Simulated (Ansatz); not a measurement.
## Effective masses and thermopower of CdTe (I-4m2)

Data:

```
CELL_PARAMETERS angstrom
      0.00000     3.28634     3.18789
      3.28634     0.00000     3.18789
      3.28634     3.28634     0.00000
ATOMIC_POSITIONS crystal
  Cd 0.00000 0.00000 0.00000
  Te 0.25000 0.25000 0.25000
```

These are r2SCAN with spin-orbit coupling, rigid bands (plane waves, PAW; Ansatz, an electronic-structure program) values and carry that method's errors. Condition of this run: biaxial stress in (001) of -0.5 GPa (compression positive) (the target of the relaxation). Cell: cell and atoms relaxed with PBEsol, then loaded as said.

```json
{
  "band_gap": "0.94 eV",
  "electron conductivity mass (300 K, dilute)": "0.098 mₑ",
  "hole conductivity mass (300 K, dilute)": "0.57 (x), 0.57 (y), 0.40 (z) mₑ",
  "effective density of states N_c (300 K)": "7.3e17 cm⁻³",
  "effective density of states N_v (300 K)": "7.5e18 cm⁻³",
  "density_of_states_mass_electrons": "0.095 mₑ",
  "density_of_states_mass_holes": "0.45 mₑ",
  "Seebeck coefficient, n-type 1e19 cm⁻³, 300 K": "-63 μV/K",
  "Seebeck coefficient, p-type 1e19 cm⁻³, 300 K": "248 μV/K",
  "best p-type power factor at 300 K for τ = 10 fs (best axis; densities from 1e16 to 1e21 cm⁻³ tried, whether or not they can be reached)": "5.7 μW/(cm·K²) at 1e20 cm⁻³"
}
```

Rigid bands; masses and Seebeck coefficients take one relaxation time τ for all states and one kind of carrier; polarons and phonon drag are left out. Geometry: cell and atoms relaxed with PBEsol.
